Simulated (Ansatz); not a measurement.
Start from MoSi2 (space group I4/mmm, No. 139; a = 3.217 Å, c = 7.873 Å).

(Cell as relaxed with PBE.)

Levels (all Ansatz, a first-principles code, PAW): PBE (420 eV, no SOC); PBEsol (420 eV, without spin-orbit coupling).

Each level relaxes its own structure.

```json
[
 {"base": "volume per atom", "PBE": "13.58 Å³", "PBEsol": "13.27 Å³"},
 {"base": "lattice parameter a", "PBE": "321.7 pm", "PBEsol": "319.0 pm"},
 {"base": "band gap", "PBE": "zero", "PBEsol": "zero"}
]
```

Now apply this change: a hydrostatic pressure of 3 GPa.

| quantity | PBE | PBEsol |
|---|---|---|
| c/a ratio | 2.450 | [?] |
| band gap | zero | [?] |
| volume per atom | 13.39 Å³ | [?] |

Problem. What does PBEsol give?

Solution. 
- c/a ratio, PBEsol: 2.454
- band gap, PBEsol: zero
- volume per atom, PBEsol: 13.09 Å³

PBE's c/a ratio lies 0.004 below PBEsol's; PBE's volume per atom lies 0.30 Å³ above PBEsol's (2.3 %); the two agree on the band gap. Neither level is exact; PBEsol is the comparison here, not a measurement.

Load acts through the strain it causes; cell and atoms are relaxed under it. No phonon test of stability was made. All final runs are without spin polarisation.
